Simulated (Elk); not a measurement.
Input and output of a self-consistent single point for CdAg3 (R-3m, 4 atoms in the cell) (Elk).

Computed with LDA (PW92), all-electron FP-LAPW, Elk's shipped species files, APW+lo basis with extra local orbitals run with Elk.

The change in words: lattice scaled by 0.98. Reference geometry:
```yaml
crystal:
  lattice:
    - [1.48395, 0.85676, 9.49477]
    - [-1.48395, 0.85676, 9.49477]
    - [0.00000, -1.71351, 9.49477]
  atoms:
    - { symbol: Cd, position: [0.00000, 0.00000, 0.00000] }
    - { symbol: Ag, position: [0.75187, 0.75187, 0.75187] }
    - { symbol: Ag, position: [0.24813, 0.24813, 0.24813] }
    - { symbol: Ag, position: [0.50000, 0.50000, 0.50000] }
```

Reference input (self-consistent single point, DFT, LDA (PW92), all-electron FP-LAPW, Elk's shipped species files, APW+lo basis with extra local orbitals): xctype = 3; rgkmax = 8; stype = 3; swidth = 0.00499791 Ha; ngridk = 8 8 8; tforce = true; gmaxvr = 18 1/bohr; lmaxapw = 10; lmaxo = 8; nxlo = 2; lorbcnd = true; lradstp = 2. This run's input differs from it in these lines:

```diff
@@ -46,5 +46,5 @@
 avec
-    2.8042495600    1.6190342383   17.9425092471
-   -2.8042495600    1.6190342383   17.9425092471
-    0.0000000000   -3.2380684767   17.9425092471
+    2.7481646707    1.5866536124   17.5836597047
+   -2.7481646707    1.5866536124   17.5836597047
+    0.0000000000   -3.1733072248   17.5836597047
```

Log, with long lists cut:

```
│ Self-consistent loop started │
│ Loop number : 1 │
 total energy                :     -21524.5768192
│ Loop number : 2 │
 total energy                :     -21525.2279422
RMS change in Kohn-Sham potential (target) :   0.7624775575E-01 (  0.1000000000E-05)
Absolute change in total energy (target)   :   0.6511229693     (  0.1000000000E-03)
│ Loop number : 3 │
 total energy                :     -21526.5818857
RMS change in Kohn-Sham potential (target) :   0.7117505944E-01 (  0.1000000000E-05)
Absolute change in total energy (target)   :    1.516724249     (  0.1000000000E-03)
│ Loop number : 4 │
   [... lines left out ...]
Absolute change in total energy (target)   :   0.5806543850E-03 (  0.1000000000E-03)
│ Loop number : 17 │
 total energy                :     -21528.3343688
RMS change in Kohn-Sham potential (target) :   0.4049669312E-06 (  0.1000000000E-05)
Absolute change in total energy (target)   :   0.1638845570E-03 (  0.1000000000E-03)
│ Loop number : 18 │
 total energy                :     -21528.3343496
RMS change in Kohn-Sham potential (target) :   0.3545821499E-06 (  0.1000000000E-05)
Absolute change in total energy (target)   :   0.2173168468E-04 (  0.1000000000E-03)
Convergence targets achieved

│ Loop number : 19 │

Energies :
 Fermi                       :     0.280019962674
 total energy                :     -21528.3343208

Density of states at Fermi energy :    31.10131037
 (states/Hartree/unit cell)

Estimated indirect band gap :   0.2170333336E-02
 from k-point     57 to k-point     17
Estimated direct band gap   :   0.1315206526E-01
 at k-point     10

Charges :
 core                        :    114.0000000
 valence                     :    75.00000000
 interstitial                :    4.360572573
 muffin-tins (core leakage)
  species :    1 (Cd)
   atom    1                 :    46.72832011     (  0.2871582583E-03)
  species :    2 (Ag)
   atom    1                 :    45.96783131     (  0.1683698514E-08)
   atom    2                 :    45.96783131     (  0.1683698514E-08)
   [... lines left out ...]
   total force               :     0.00000000   -0.00000000    0.00020089
   total magnitude           :     0.00020089
  atom :    3
   Hellmann-Feynman          :     0.00000000    0.00000000    0.00000000
   IBS                       :    -0.00000000   -0.00000000   -0.00000000
   total force               :    -0.00000000    0.00000000    0.00000000
   total magnitude           :     0.00000000
```

The run converged in 19 iterations. The count includes the last loop, which Elk runs after its targets are met. Against the reference run the free energy drops by 36.4 meV/atom.

The starting cell comes from a database of computed structures (which also holds hypothetical and non-ambient phases and stackings), without a prior relaxation at this level. For this run, on top of that: lattice scaled by 0.98. Values depend on the basis (sphere radii, cutoffs, local orbitals), which need not be converged. The log's line on a gap gives a spacing of levels on this mesh, which the program prints for metals too.

Cost on one core of a shared machine: roughly 6 min.
